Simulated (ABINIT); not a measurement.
**Equation of state of BaTiO3 (space group 99): energy against volume (ABINIT, PBEsol)**

```
BaTiO3
1.0
    3.87415     0.00000     0.00000
    0.00000     3.87415     0.00000
    0.00000     0.00000     3.92270
Ba Ti O
1 1 3
Direct
  0.00000   0.00000   0.00000
  0.50000   0.50000   0.51300
  0.50000   0.50000   0.97700
  0.00000   0.50000   0.48700
  0.50000   0.00000   0.48700
```

Method of the run: PBEsol, norm-conserving pseudopotentials (PseudoDojo nc-sr-04 PBEsol standard) (plane waves; ABINIT 10.0.3). Settings: pseudos = [Ba.upf, Ti.upf, O.upf]; ecut = 55 Ha; occopt = 3; tsmear = 0.00036749 Ha; ngkpt = 8 8 8; nshiftk = 1; shiftk = 0 0 0; potentials = PseudoDojo nc-sr-04 PBEsol standard; nband = 27; kptopt = 1; nstep = 60; tolvrs = 1e-10. The cell above is the first row's. The rows scale it uniformly. In all rows fractional positions and the k mesh are held. E is the free energy at the stated smearing, counted from the lowest row.

```
V (Å^3/atom)  E (meV/atom)
------------  ------------
11.775                   ?
12.031               14.17
12.287                3.80
12.543                0.00
12.799                2.08
13.055                9.41
13.311               21.45
13.567               37.69
```

Taking the third-order Birch-Murnaghan form, a cubic in V^(-2/3) for E over the 7 complete rows: With u = V^(-2/3) - 0.183, the rows have u = 0.007458, 0.004803, 0.002239, -0.000239, -0.002636, -0.004956, -0.007203. Least squares gives E = 1.634 - 1753.16·u + 455936·u² + 606333·u³. Residuals (row less fit): 0.000, 0.001, -0.001, 0.001, -0.002, 0.002, -0.001; standard error 0.002 (degrees of freedom: 3). Its minimum lies at u = 0.001915, so V0 = (0.184915)^(-3/2) = 12.58. There d²E/du² = 918800 and d³E/du³ = 3638000, so B0 = (4/9) × 12.58^(-7/3) × 918800 × 0.160218 = 178 GPa (the last factor turns the table's units into GPa), and B0' = 4 + (2/3) × 0.184915 × (3638000)/918800 = 4.5. The program's pressures in the fitted runs (not shown) pass through zero at V = 12.58, 0.00 % from this V0.

**Question.** What does the fit predict for E at V = 11.775, and how far is the calculated value from it?

**Answer.** u = 0.010208, so E = 1.634 - 1753.16 × 0.010208 + 455936 × 0.010208² + 606333 × 0.010208³ = 31.893 meV/atom. The calculation gives 31.90 meV/atom, 0.007 meV/atom above the prediction (under 0.05 % of the range of E in the table). The row lies outside the fitted rows, so this is an extrapolation. From the scatter of the fitted rows alone, a prediction at this place has a standard error of 0.008 meV/atom, so the miss is 0.9 times that.

Carrying the step between the two nearest rows on in a straight line would have given 24.54, off by 7.36; series whose last step already gives the withheld value aren't shown. The scan was laid around a cell of about the measured size, scaled by a guess for this functional; axis ratios and inner coordinates come from that cell. This is the room-temperature phase, which isn't the ground state. The runs keep the symmetry of the cell, so they don't test it for distortions. The PBEsol file for Ba was generated anew from PseudoDojo's inputs, some of which were changed. Spin-orbit coupling is off. The shape of the cell and the inner coordinates aren't relaxed, so V0 and B0 belong to this uniform scaling; a relaxed crystal lies no higher in energy and is usually softer (forces reach 0.58 eV/Å in these rows). 1 of the planned runs didn't end soundly and are left out. Cutoffs and mesh are single choices, not tested for convergence of this quantity. Series with a scatter that would blur these digits, or in which a gap closes, are not shown. Nor are scans whose minimum lies at an end fitted in this form.
